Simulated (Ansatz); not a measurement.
An Ansatz (a quantum-chemistry and plane-wave program) input (PBEsol (Ansatz, PAW, spin-orbit coupling left out)):

Ansatz 0.2 input:
```yaml
crystal:
  lattice:
    - [0, 3.6803241262, 3.6803241262]
    - [3.6803241262, 0, 3.6803241262]
    - [3.6803241262, 3.6803241262, 0]
  atoms:
    - { symbol: Te, position: [0.75, 0.75, 0.75] }
    - { symbol: Sr, position: [0, 0, 0] }
basis: { ecutwfc: 420, ecutrho_ratio: 4, xc_grid: 2, fft_grid_basis: typed }
kpoints: { mp_grid: { grid: [8, 8, 8] } }
hamiltonian:
  xc: pbesol
  dispersion: none
  pseudopotentials: { kind: paw }
scf: { occupations: { method: fermi_dirac, width: 0.05 }, convergence: { dr2_threshold: 0.0000000002 } }
output: { forces: true, stress: true }
checkpoint: { write: state.ck, write_every: 1000 }
```

**Question.** Which symmetry and how many k-points will the program report, and about how many plane waves at Γ?

**Answer.** Space group F-43m (ITA 216) with 24 operations, k-points 29 of 512, and 1917 plane waves at Γ.

Whether these cells are dynamically stable was not tested. The cell was made from BeTe by this change: Be → Sr; the result is a hypothetical phase, not in the database extracts checked.
